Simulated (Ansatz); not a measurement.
The parent structure is MgO in the rock salt structure (space group Fm-3m, No. 225).

```
MgO
1.0
    0.00000     2.10705     2.10705
    2.10705     0.00000     2.10705
    2.10705     2.10705     0.00000
Mg O
1 1
Direct
  0.00000   0.00000   0.00000
  0.50000   0.50000   0.50000
```

Cartesian axes are those of the cell as printed.

The values are results of Ansatz (a program for electronic structure), PBEsol, PAW, cutoff 420 eV, scalar-relativistic without spin-orbit coupling, not measurements.

Before the change:

| Quantity | Result |
|---|---|
| Valence-band top at Γ | 0.00, 0.00, 0.00 eV |
| Band gap | 4.62 eV |

One thing is altered: tensor shear ε_xy = +1.71 % (engineering shear γ = 0.0342); the atoms relax in the strained cell.

### Question
Predict the new valence-band top at Γ, band gap, energy relative to the base and stress.

### Answer
The valence-band top at Γ (three highest levels, from the VBM) changes from 0.00, 0.00, 0.00 eV to 0.00, -0.14, -0.26 eV; the band gap falls by 0.14 eV (4.62 eV → 4.48 eV); the energy rises by 4.9 meV/atom; the stress (xx, yy, zz, yz, xz, xy; compression positive) comes out as (0.15, 0.15, -0.10, 0.00, 0.00, -4.95) GPa.

Whether these cells are dynamically stable was not tested.
